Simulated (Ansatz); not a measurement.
## Effect of isotropic strain +0.50 % on TlBr

Base system: TlBr in the CsCl type structure (space group Pm-3m, No. 221; a = 3.8395 Å).

It is then changed as follows: an isotropic linear strain of +0.50 %; the atoms relax in the strained cell.

Level of theory: LDA, PAW, 420 eV (Ansatz, a first-principles code; without spin-orbit coupling). Γ-centred 9×9×9 mesh, Fermi–Dirac width 0.05 eV.

* **Volume per atom**: 28.73 Å³ (base 28.30 Å³)
* **Space group**: Pm-3m (No. 221) (base Pm-3m (No. 221))
* **Shortest interatomic distance**: 3.342 Å (base 3.325 Å)
* **Energy relative to the base (free energy F)**: +0.7 meV/atom
* **Pressure**: -0.49 GPa (base -0.01 GPa)
* **Band gap**: 1.41 eV (base 1.37 eV)
* **Gap character**: direct at X (base direct at X)
* **Width of the top valence band**: 2.41 eV (base 2.49 eV)
* **Electron mass**: 0.12 mₑ along k, 0.19 mₑ across (at X) (base 0.12 mₑ along k, 0.19 mₑ across (at X))
* **Hole mass**: 0.16 mₑ along k, 0.40 mₑ across (at X) (base 0.16 mₑ along k, 0.39 mₑ across (at X))
* **Valley order (the lowest conduction-band minima on the path, energy above the VBM, named in the base's zone)**: X along ⟨100⟩ 1.41 eV; R along ⟨111⟩ 1.56 eV (base X along ⟨100⟩ 1.37 eV; R along ⟨111⟩ 1.49 eV)

Final structure:

```yaml
crystal:
  lattice:
    - [3.85872, 0.00000, 0.00000]
    - [0.00000, 3.85872, 0.00000]
    - [0.00000, 0.00000, 3.85872]
  atoms:
    - { symbol: Tl, position: [0.00000, 0.00000, 0.00000] }
    - { symbol: Br, position: [0.50000, 0.50000, 0.50000] }
```

Spin-orbit coupling, missing from the scalar runs, can matter with Tl. Effective masses come from finite differences of ±0.01 Å⁻¹. Along k means along the line from Γ to the band edge. Whether these cells are dynamically stable was not tested.
